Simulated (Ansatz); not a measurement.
# Effect of isotropic strain +0.50 % on NaCl

Start from NaCl in the rock salt structure (space group Fm-3m, No. 225; a = 5.696 Å).

The change: the cell is scaled by 1.0050 in all directions; the atoms relax in the strained cell.

All numbers come from Ansatz (a quantum-chemistry and plane-wave program), PBE, PAW, cutoff 420 eV, spin-orbit coupling left out. k-mesh 10×10×10 (Γ-centred); smearing 0.05 eV (Fermi–Dirac).

The volume per atom increases by 0.35 Å³ (23.09 Å³ → 23.44 Å³) and the space group remains Fm-3m (No. 225). The shortest interatomic distance rises by 0.014 Å, from 2.848 Å to 2.862 Å and the energy goes up by 0.4 meV/atom. The band gap decreases by 0.055 eV (5.00 eV → 4.94 eV) and the gap character remains direct at Γ. The width of the top valence band hardly moves (0.71 eV against 0.70 eV) and the electron mass stays 0.40 mₑ (at Γ). The hole mass (degenerate bands, along [100]) goes from 0.65, 2.9, 2.9 mₑ (at Γ) to 0.66, 3.0, 3.0 mₑ (at Γ).

Effective masses come from finite differences of ±0.01 Å⁻¹. No phonon test of stability was made.
